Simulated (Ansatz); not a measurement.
# Hypothetical P4/nmm Co2Si: pressure series

The reference is Co2Si (space group P4/nmm, No. 129; ferromagnetic; a hypothetical phase, not in the database extracts checked).

Space group P4/nmm, origin choice 1 (No. 129); a = 3.455 Å, b = 3.455 Å, c = 5.751 Å, α = 90.00°, β = 90.00°, γ = 90.00°

```tsv
atom	site	symmetry	x	y	z
Co	2a	-4m2	0.0000	0.0000	0.0000
Co	2c	4mm	0.5000	0.0000	0.3440
Si	2c	4mm	0.0000	0.5000	0.2648
```

Cell and atoms are relaxed at each pressure.

Levels (all Ansatz, an electronic-structure program, PAW): PBE (420 eV, no spin-orbit coupling); PBEsol (420 eV, spin-orbit coupling left out).

The base cell above is that of PBE; each level relaxes its own structures.

| case | c/a ratio, PBE | c/a ratio, PBEsol |
|---|---|---|
| pressure −1 GPa | 1.663 | 1.670 |
| pressure 0.3 GPa | 1.665 | 1.672 |
| pressure 0.7 GPa | 1.666 | 1.673 |
| pressure 1.5 GPa | 1.667 | 1.674 |
| pressure 3 GPa | 1.670 | 1.677 |
| pressure 5 GPa | 1.674 | 1.680 |
| pressure 7.5 GPa | 1.678 | 1.684 |
| pressure 10 GPa | 1.682 | 1.687 |

PBE lies below PBEsol in every row, by 0.005 to 0.007. They put the cases in the same order.

The magnetic state is the one reached from the starting moments; the real material's order can differ, and small cells can't hold many antiferromagnetic ones. Load acts through the strain it causes; cell and atoms are relaxed under it. No phonon test of stability was made. No other phases were tried under pressure.
